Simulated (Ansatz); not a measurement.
# Habitual settings against a tight run: Nb3Si2 (P4/mbm, 10 atoms in the cell)

Self-consistent single point.

```
Nb3Si2
1.0
    6.66534     0.00000     0.00000
    0.00000     6.66534     0.00000
    0.00000     0.00000     3.47951
Nb Si
6 4
Cartesian
  3.33267   3.33267   0.00000
  0.00000   0.00000   0.00000
  4.47544   1.14277   1.73975
  2.18990   5.52256   1.73975
  5.52256   4.47544   1.73975
  1.14277   2.18990   1.73975
  0.84830   4.18097   0.00000
  5.81704   2.48437   0.00000
  2.48437   0.84830   0.00000
  4.18097   5.81704   0.00000
```

Method: PBEsol, PAW files made with PBE (plane waves; Ansatz, a quantum-chemistry and plane-wave program).

Base settings: basis.ecutwfc = 420 eV; kpoints.mp_grid.grid = 4 4 7; hamiltonian.xc = pbesol; hamiltonian.pseudopotentials = {kind: paw} (the program's default PAW files); scf.occupations.method = methfessel_paxton; scf.occupations.width = 0.1 eV.

Tight run (finer mesh or higher cutoff; not a proven limit): basis.ecutwfc: 420 eV → 590 eV; kpoints.mp_grid.grid: 4 4 7 → 6 6 10; scf.convergence.dr2_threshold: default (1e-07 eV) → 1e-09 eV. It gave Fermi level (on the code's own zero) 16.83 eV; pressure 2.06 GPa; largest force (vector length) 0.114 eV/Å.

Quick runs, as changes from the base:
- A: the base itself
- B: basis.ecutwfc: 420 eV → 335 eV; kpoints.mp_grid.grid: 4 4 7 → 6 6 6; hamiltonian.xc: pbesol → lda; scf.occupations.method: methfessel_paxton → gaussian; scf.occupations.width: 0.1 eV → 0.2 eV; kpoints.mp_grid.shift: default → 0.5 0.5 0.5 [LDA (PW92)]
- C: basis.ecutwfc: 420 eV → 250 eV; kpoints.mp_grid.grid: 4 4 7 → 3 3 3; hamiltonian.xc: pbesol → lda; scf.occupations.method: methfessel_paxton → gaussian; scf.occupations.width: 0.1 eV → 0.5 eV [LDA (PW92)]
- D: kpoints.mp_grid.grid: 4 4 7 → 4 4 4; scf.occupations.method: methfessel_paxton → gaussian; scf.occupations.width: 0.1 eV → 0.2 eV; kpoints.mp_grid.shift: default → 0.5 0.5 0.5
- E: basis.ecutwfc: 420 eV → 250 eV; kpoints.mp_grid.grid: 4 4 7 → 6 6 6; scf.convergence.dr2_threshold: default (1e-07 eV) → 0.0001 eV

Energies are extrapolated to zero smearing width, which holds to low order in the width alone.

Dashes: energy of B, C, another energy zero.

† marks runs with another functional, U, potentials or spin treatment: their distance from the tight run is not a convergence error alone.

The count of work is k-points × plane waves × bands × iterations; it is no time. 

Pressures in the table are Ansatz's without its Pulay estimate, at a fixed set of plane waves; the tight run's value above holds the estimate.

The starting cell comes from a database of computed structures (which also holds hypothetical and non-ambient phases and stackings), without a prior relaxation at this level. Its lattice was rescaled by a random factor within 2.5 % of one. Spin polarisation is off.

```csv
run,energy less tight (meV/atom),pressure less tight (GPa),largest miss in a force vector (eV/Å),count of work / tight
A,1.6,0.00,0.022,0.24
B†,–,-4.12,0.031,0.11
C†,–,-16.52,0.184,0.026
D,2.9,0.15,0.070,0.054
E,176.5,-12.21,0.006,0.14
```

Among the runs at the tight run's level, the energy misses run from 1.6 to 176.5 meV/atom.

Left out of this page: 1 run of the series outside the window shown, repeating another row's setting, or not comparable.

Keys are those of Ansatz 0.2.
